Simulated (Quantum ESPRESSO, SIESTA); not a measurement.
A SIESTA input for a self-consistent single point of In₃Ga (Fm-3m, 4 atoms in the cell) (DFT, LDA PW92, numerical atomic orbitals TZP, PseudoDojo LDA standard norm-conserving potentials (rewritten from UPF to PSML)):

```
# files in the folder: In.psml Ga.psml (PseudoDojo LDA standard)
SystemName  In3Ga
SystemLabel In3Ga

NumberOfAtoms                4
NumberOfSpecies              2
%block ChemicalSpeciesLabel
  1 49 In
  2 31 Ga
%endblock ChemicalSpeciesLabel
LatticeConstant              1.0 Ang
%block LatticeVectors
     0.000000000    3.665640000    3.665640000
     3.665640000    0.000000000    3.665640000
     3.665640000    3.665640000    0.000000000
%endblock LatticeVectors
AtomicCoordinatesFormat      Ang
%block AtomicCoordinatesAndAtomicSpecies
     1.832820000    1.832820000    1.832820000  1
     5.498460000    5.498460000    5.498460000  1
     3.665640000    3.665640000    3.665640000  1
     0.000000000    0.000000000    0.000000000  2
%endblock AtomicCoordinatesAndAtomicSpecies

XC.functional                LDA
XC.authors                   PW92
PAO.BasisSize                TZP
PAO.EnergyShift              0.01 Ry
MeshCutoff                   400 Ry
%block kgrid.MonkhorstPack
   10   0   0  0.0
    0  10   0  0.0
    0   0  10  0.0
%endblock kgrid.MonkhorstPack
OccupationFunction           MP
OccupationMPOrder            0
ElectronicTemperature        0.1 eV

MaxSCFIterations             150
SCF.Mixer.Method             Pulay
SCF.Mixer.Weight             0.1
SCF.Mixer.History            8
SCF.DM.Tolerance             1.0E-04
Diag.ParallelOverK           true
WriteForces                  true
```

Q: Write the same calculation as an input for Quantum ESPRESSO.

A: This is the input that was run; spellings and numerical settings could be chosen otherwise.

```fortran
&CONTROL
  calculation = 'scf',
  prefix = 'pwscf',
  outdir = './out',
  pseudo_dir = './',
  verbosity = 'high',
  tprnfor = .true.,
  tstress = .true.,
/
&SYSTEM
  ibrav = 0,
  nat = 4,
  ntyp = 2,
  ecutwfc = 50,
  ecutrho = 250,
  occupations = 'smearing',
  smearing = 'gauss',
  degauss = 0.0073499,
/
&ELECTRONS
  conv_thr = 1.0d-10,
/
ATOMIC_SPECIES
In   114.8180  in_lda_v1.4.uspp.F.UPF
Ga    69.7230  ga_lda_v1.4.uspp.F.UPF
ATOMIC_POSITIONS {crystal}
In    0.2500000000    0.2500000000    0.2500000000
In    0.7500000000    0.7500000000    0.7500000000
In    0.5000000000    0.5000000000    0.5000000000
Ga    0.0000000000    0.0000000000    0.0000000000
K_POINTS {automatic}
10 10 10  0 0 0
CELL_PARAMETERS {angstrom}
   0.0000000000     3.6656400000     3.6656400000
   3.6656400000     0.0000000000     3.6656400000
   3.6656400000     3.6656400000     0.0000000000
```

Basis, cutoffs, solver keys and any potentials are the target program's own. This input uses DFT, LDA (PZ), plane waves, GBRV 1.5 ultrasoft (LDA) pseudopotentials. LDA parametrisations can differ slightly between programs. Both were run: pressure -2.94 GPa in SIESTA and -2.90 in Quantum ESPRESSO.

On SIESTA: the starting cell comes from a database of computed structures (which also holds hypothetical and non-ambient phases and stackings), without a prior relaxation at this level. Values carry the incompleteness of an atom-centred basis.

On Quantum ESPRESSO: the starting cell comes from a database of computed structures (which also holds hypothetical and non-ambient phases and stackings), without a prior relaxation at this level.
